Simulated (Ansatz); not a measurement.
The reference is Lu in the hcp (Mg type) structure (space group P6_3/mmc, No. 194; relaxed with 0.1 eV smearing).

```xyz
2
Lattice="3.5062 0.0000 0.0000 -1.7531 3.0364 0.0000 0.0000 0.0000 5.4820" Properties=species:S:1:pos:R:3 pbc="T T T"
Lu     1.7531     1.0121     4.1115
Lu     0.0000     2.0243     1.3705
```

Cartesian axes are those of the cell as printed.

Method: PBE (Ansatz, a quantum-chemistry and plane-wave program; PAW; 420 eV plane waves; no spin-orbit coupling).

Base values:

| Property | Value |
|---|---|
| Pressure | 0.0 GPa |
| Shortest interatomic distance | 6.439 bohr |

Now apply this change: uniaxial strain ε_zz = +1.50 %, all other strain components held at zero; the atoms relax in the strained cell.

### Question
Estimate the effect on the energy relative to the base, pressure and shortest interatomic distance.

### Answer
The energy rises by 1.8 meV/atom; the pressure (mean of the normal stresses, compression positive) goes from zero to -0.6 GPa; the shortest interatomic distance grows by 0.063 bohr to 6.502 bohr.

Stability against distortions was not tested.
